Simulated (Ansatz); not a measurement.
## What Si → Os does to NiSi2

Consider NiSi2 (space group Fm-3m, No. 225; a = 5.390 Å; non-magnetic).

The change: full substitution Si → Os, then cell and atoms are relaxed.

Calculations: r2SCAN/PAW in Ansatz (a program for electronic structure), no spin-orbit coupling, earlier PAW set. k-mesh 14×14×14 (Γ-centred); smearing 0.05 eV (Fermi–Dirac), for the changed cell.

Density: 16.75 g/cm³ (base 4.87 g/cm³)
Lattice parameter a: 5.584 Å (base 5.390 Å)
Space group: Fm-3m (No. 225) (base Fm-3m (No. 225))
Band gap: zero (base zero)

Cost of the whole job for the changed cell (relaxation, final SCF and bands): around 4 core-minutes (rough).

No phonon test of stability was made. As relaxed here, NiOs2 is a hypothetical phase, not in the database extracts checked. Seeded moments were not kept for Si → Os and the base. The final runs are not spin-polarised.
